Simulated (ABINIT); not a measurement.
Several settings converged on Mg (P-3m1, 2 atoms in the cell)

```
CELL_PARAMETERS angstrom
      1.60018    -2.77160     0.00000
      1.60018     2.77160     0.00000
      0.00000     0.00000     5.19437
ATOMIC_POSITIONS crystal
  Mg 0.33333 0.66667 0.25963
  Mg 0.66667 0.33333 0.75000
```

Base method: LDA (PW92), PAW (JTH v2.0 LDA PAW) (plane waves; ABINIT 10.0.3).

Base settings: pseudos = [Mg.LDA_PW-JTH.xml]; ecut = 20 Ha; pawecutdg = 40 Ha; pawxcdev = 0; occopt = 3; tsmear = 0.1 eV; ngkpt = 6 6 3; nshiftk = 1; shiftk = 0 0 0; potentials = JTH v2.0 LDA PAW.

The count of work is k-points × plane waves × bands × iterations; it is no time. Core times come from one kind of shared machine, to one figure; runs under 30 s give none.

**Shifted k-point meshes**

In this ladder: shiftk = 0.5 0.5 0.5.

Only quantities that move along the ladder and can be compared are tabulated.

| ngkpt | free energy less the last step's (meV/atom) | pressure (GPa) | largest difference of a force vector from the last step's (eV/Å) | count of work / last |
|---|---|---|---|---|
| 2 2 1 | -818.39 | -5.25 | 0.161 | 0.0043 |
| 3 3 2 | -10.74 | -3.02 | 0.043 | 0.021 |
| 4 4 3 | -3.75 | -2.62 | 0.039 | 0.051 |
| 6 6 3 | -20.00 | -2.47 | 0.005 | 0.12 |
| 12 12 7 | 0.00 | -2.29 | 0.000 | 1.0 |

Coarsest ngkpt that holds the forces within 0.02 eV/Å of the last step, with all finer ones: 6 6 3, at 0.12 of the last step's count of work; the step before is off by 0.039 eV/Å.

Coarsest ngkpt that holds the free energy within 5 meV/atom: not settled: the last two steps still differ by 20 meV/atom, over half the tolerance, so the ladder does not show it.

Coarsest ngkpt that holds the pressure within 1 GPa of the last step, with all finer ones: 3 3 2, at 0.021 of the last step's count of work; the step before is off by 3.0 GPa.

**The k-point mesh at a smearing width of 0.05 eV**

In this ladder: tsmear = 0.05 eV.

The second cell is the first with its lattice scaled by 0.98.

Only quantities that move along the ladder and can be compared are tabulated.

```csv
ngkpt,free energy less the last step's (meV/atom),energy of the compressed cell less the first (meV/atom),pressure (GPa),largest difference of a force vector from the last step's (eV/Å),count of work / last,core time / last (rough)
4 4 3,-45.92,-9.69,-2.38,0.011,0.077,–
6 6 3,55.46,-8.96,-2.28,0.007,0.14,0.2
9 9 5,11.47,-9.82,-2.37,0.000,0.61,0.6
11 11 6,0.00,-10.10,-2.42,0.000,1.0,1
```

Coarsest ngkpt that holds the pressure within 0.1 GPa of the last step, with all finer ones: 9 9 5; the step before is off by 0.14 GPa.

Coarsest ngkpt that holds the forces within 0.005 eV/Å of the last step, with all finer ones: 9 9 5; the step before is off by 0.007 eV/Å.

Coarsest ngkpt that holds the free energy within 5 meV/atom: not settled: the last two steps still differ by 11 meV/atom, over half the tolerance, so the ladder does not show it.

**The SCF threshold**

In this ladder: tolvrs = default.

The mesh stays at the base's, so the ladder's end is converged at best in this setting alone.

Only quantities that move along the ladder and can be compared are tabulated.

| toldfe | pressure (GPa) | count of work / last |
|---|---|---|
| 0.0037 Ha | -1.14 | 0.11 |
| 3.7e-05 Ha | -2.12 | 0.16 |
| 3.7e-07 Ha | -2.21 | 0.19 |
| 3.7e-09 Ha | -2.24 | 0.24 |
| 3.7e-14 Ha | -2.24 | 1.0 |

Coarsest toldfe that holds the pressure within 0.2 GPa of the last step, with all finer ones: 3.7e-05 Ha, at 0.16 of the last step's count of work; the step before is off by 1.1 GPa.

On the base run: the starting cell has typed, rounded lattice constants, without a prior relaxation at this level. Its lattice was rescaled by up to half a per cent. One atom was moved a little off its site on purpose. Without a gap this mesh is coarse (it stands for a supercell whose shortest vector is 16 Å).
